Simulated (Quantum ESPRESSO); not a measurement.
```xyz
3
Lattice="3.3305 0.0000 0.0000 -1.4766 3.0854 0.0000 -0.9612 -1.4015 8.1450" Properties=species:S:1:pos:R:3 pbc="T T T"
Hg     0.5349     1.8177     2.8807
Hg     0.3578    -0.1338     5.4143
Hg     0.0000     0.0000     0.0000
```

Method of the run: LDA (PZ), GBRV 1.5 ultrasoft (LDA) pseudopotentials (plane waves; Quantum ESPRESSO 7.5).

The set-up and first iterations of a Quantum ESPRESSO log for Hg (P1, 3 atoms in the cell):

```
     G-vector sticks info
     --------------------
     sticks:   dense  smooth     PW     G-vecs:    dense   smooth      PW
     Sum         589     465    157                27021    19287    3765

     bravais-lattice index     =            0
     lattice parameter (alat)  =       6.2938  a.u.
     unit-cell volume          =     564.8130 (a.u.)^3
     number of atoms/cell      =            3
     number of atomic types    =            1
     number of electrons       =        36.00
     number of Kohn-Sham states=           22
     kinetic-energy cutoff     =      40.0000  Ry
     charge density cutoff     =     200.0000  Ry
     scf convergence threshold =      1.0E-10
     mixing beta               =       0.7000
     number of iterations used =            8  plain     mixing
     energy convergence thresh.=      1.0E-04
     force convergence thresh. =      3.9E-05
     Exchange-correlation= SLA  PZ   NOGX NOGC
   [... lines left out ...]

     atomic species   valence    mass     pseudopotential
     Hg               12.00   200.59200     Hg( 1.00)

     No symmetry found

   Cartesian axes

     site n.     atom                  positions (alat units)
         1        Hg     tau(   1) = (   0.1606104   0.5457654   0.8649337  )
         2        Hg     tau(   2) = (   0.1074427  -0.0401789   1.6256575  )
         3        Hg     tau(   3) = (   0.0000000   0.0000000   0.0000000  )

   Crystallographic axes

     site n.     atom                  positions (cryst. coord.)
         1        Hg     tau(   1) = (  0.5950940  0.7497850  0.3536760  )
         2        Hg     tau(   2) = (  0.4139300  0.2585800  0.6647400  )
         3        Hg     tau(   3) = (  0.0000000  0.0000000  0.0000000  )

     number of k points=    20  Fermi-Dirac smearing, width (Ry)=  0.0073
                       cart. coord. in units 2pi/alat
        k(    1) = (   0.0000000   0.0000000   0.0000000), wk =   0.0625000
        k(    2) = (   0.0000000   0.0000000  -0.2044527), wk =   0.0625000
        k(    3) = (   0.0000000   0.2698647   0.0464353), wk =   0.1250000
   [... 17 lines left out ...]

     Dense  grid:    27021 G-vectors     FFT dimensions: (  30,  30,  72)

     Smooth grid:    19287 G-vectors     FFT dimensions: (  25,  27,  64)

     Initial potential from superposition of free atoms

     starting charge      35.9999, renormalised to      36.0000
     Self-consistent Calculation

     iteration #  1     ecut=    40.00 Ry     beta= 0.70

---- Real-time Memory Report at c_bands before calling an iterative solver
           126 MiB given to the printing process from OS
            36 MiB allocation reported by mallinfo(arena+hblkhd)
------------------

     Threshold (ethr) on eigenvalues was too large:
     Diagonalizing with lowered threshold

---- Real-time Memory Report at c_bands before calling an iterative solver
           148 MiB given to the printing process from OS
            43 MiB allocation reported by mallinfo(arena+hblkhd)
------------------

     total energy              =    -322.50538291 Ry
     estimated scf accuracy    <       0.02520933 Ry

     iteration #  2     ecut=    40.00 Ry     beta= 0.70

---- Real-time Memory Report at c_bands before calling an iterative solver
           152 MiB given to the printing process from OS
            46 MiB allocation reported by mallinfo(arena+hblkhd)
------------------

     total energy              =    -322.50987384 Ry
     estimated scf accuracy    <       0.01727542 Ry

     iteration #  3     ecut=    40.00 Ry     beta= 0.70

---- Real-time Memory Report at c_bands before calling an iterative solver
           153 MiB given to the printing process from OS
            47 MiB allocation reported by mallinfo(arena+hblkhd)
------------------

     total energy              =    -322.51314394 Ry
     estimated scf accuracy    <       0.00248714 Ry
```

### Question
Will this run converge, and how will it end?

### Answer
The relaxation ended unconverged. It gives no final result for the task that was set. Warnings to mind: WARNING: bfgs curvature condition failed, Theta= 0.820. The log goes on:

```
   [... 6 blocks of this kind left out ...]

     iteration # 10     ecut=    40.00 Ry     beta= 0.70

---- Real-time Memory Report at c_bands before calling an iterative solver
           157 MiB given to the printing process from OS
            51 MiB allocation reported by mallinfo(arena+hblkhd)
------------------

     total energy              =    -322.51404433 Ry
     estimated scf accuracy    <          3.4E-09 Ry

     iteration # 11     ecut=    40.00 Ry     beta= 0.70

---- Real-time Memory Report at c_bands before calling an iterative solver
           158 MiB given to the printing process from OS
            51 MiB allocation reported by mallinfo(arena+hblkhd)
------------------
     End of self-consistent calculation

     the Fermi energy is     7.8653 ev

!    total energy              =    -322.51404433 Ry
     estimated scf accuracy    <          5.6E-11 Ry
     smearing contrib. (-TS)   =      -0.00304277 Ry
     internal energy E=F+TS    =    -322.51100155 Ry

     convergence has been achieved in  11 iterations

     Forces acting on atoms (cartesian axes, Ry/au):

     atom    1 type  1   force =    -0.00050076   -0.00085630   -0.00324281
     atom    2 type  1   force =     0.00060601    0.00098767    0.00250080
     atom    3 type  1   force =    -0.00010525   -0.00013138    0.00074201

     Total force =     0.004436     Total SCF correction =     0.000032

     BFGS Geometry Optimization
     Energy error            =      2.0E-05 Ry
     Gradient error          =      3.2E-03 Ry/Bohr

     number of scf cycles    =   1
     number of bfgs steps    =   0

     energy             new  =    -322.5140443289 Ry

   [... lines left out ...]
     the Fermi energy is     7.9508 ev
!    total energy              =    -322.52157034 Ry
     Total force =     0.000169     Total SCF correction =     0.000003
   [... lines left out ...]

     CASE: energy            _new < energy            _old

     new trust radius        =       0.0013553095 bohr

     The maximum number of steps has been reached.

     End of BFGS Geometry Optimization

ATOMIC_POSITIONS (alat)
Hg              -0.0608090432        0.4825437033        0.8292254444
Hg               0.3252310460        0.0302745994        1.6448747828
Hg               0.0036310472       -0.0072317527        0.0164909729

     NEW-OLD atomic charge density approx. for the potential

   JOB DONE.
```

The starting cell comes from a database of computed structures (which also holds hypothetical and non-ambient phases and stackings), without a prior relaxation at this level. Its lattice was rescaled by up to half a per cent. For this run, on top of that: one atom moved by 0.15 angstrom.

The run was DFT, LDA (PZ), plane waves, GBRV 1.5 ultrasoft (LDA) pseudopotentials. Main settings of its input:

| key | value |
|---|---|
| ecutwfc | 40 Ry |
| ecutrho | 200 Ry |
| occupations | smearing |
| smearing | fermi-dirac |
| degauss | 0.0073499 Ry |
| potentials | {Hg: hg_lda_v1.uspp.F.UPF} |
| K_POINTS | automatic 4 4 2 0 0 0 |
| forc_conv_thr | 3.9e-05 Ry/bohr |
| conv_thr | 1e-10 Ry |
| mixing_beta | 0.7 |
